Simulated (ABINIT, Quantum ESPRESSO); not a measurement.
A Quantum ESPRESSO input for a self-consistent single point of LaGe3Os (I4mm, 5 atoms in the cell) (DFT, LDA (PZ), plane waves, GBRV 1.5 ultrasoft (LDA) pseudopotentials):

```fortran
&control
    calculation = 'scf'
    prefix = 'scf'
    outdir = './tmp'
    pseudo_dir = './'
    tprnfor = .true.
    tstress = .true.
/
&system
    ibrav = 0
    nat = 5
    ntyp = 3
    ecutwfc = 50
    ecutrho = 400
    occupations = 'smearing'
    smearing = 'fd'
    degauss = 0.0073499
/
&electrons
    conv_thr = 1.0d-10
/
ATOMIC_SPECIES
La   138.9055  la_lda_v1.uspp.F.UPF
Ge    72.6300  ge_lda_v1.4.uspp.F.UPF
Os   190.2300  os_lda_v1.2.uspp.F.UPF
ATOMIC_POSITIONS crystal
La    0.9983400000    0.9983400000    0.0000000000
Ge    0.4256400000    0.4256400000    0.0000000000
Ge    0.2596600000    0.7596600000    0.5000000000
Ge    0.7596600000    0.2596600000    0.5000000000
Os    0.6586900000    0.6586900000    0.0000000000
K_POINTS automatic
6 6 6  0 0 0
CELL_PARAMETERS angstrom
  -2.2244550000     2.2244550000     5.0905150000
   2.2244550000    -2.2244550000     5.0905150000
   2.2244550000     2.2244550000    -5.0905150000
```

Give the ABINIT input for the same structure, mesh, smearing and functional.

One input that does it (others would too):

```
# LaGe3Os, JTH v2.0 LDA PAW
pp_dirpath "./"
pseudos "La.LDA_PW-JTH.xml, Ge.LDA_PW-JTH.xml, Os.LDA_PW-JTH.xml"
acell 3*1.0 Angstrom
rprim
        -2.2244550000    2.2244550000    5.0905150000
         2.2244550000   -2.2244550000    5.0905150000
         2.2244550000    2.2244550000   -5.0905150000
natom 5
ntypat 3
znucl 57 32 76
typat 1 2 2 2 3
xred
         0.9983400000    0.9983400000    0.0000000000
         0.4256400000    0.4256400000    0.0000000000
         0.2596600000    0.7596600000    0.5000000000
         0.7596600000    0.2596600000    0.5000000000
         0.6586900000    0.6586900000    0.0000000000
ecut 26
pawecutdg 52
pawovlp -1
pawxcdev 0
occopt 3
tsmear 0.00367493
nband 40
kptopt 1
ngkpt 6 6 6
nshiftk 1
shiftk 0 0 0
nstep 50
toldfe 1.0e-09
prtwf 0
prtden 0
enunit 1
```

Basis, cutoffs, solver keys and any potentials are the target program's own. This input uses DFT, LDA (PW92), plane waves, PAW (JTH v2.0 LDA PAW). LDA parametrisations can differ slightly between programs.

The starting cell comes from a database of computed structures (which also holds hypothetical and non-ambient phases and stackings), without a prior relaxation at this level.
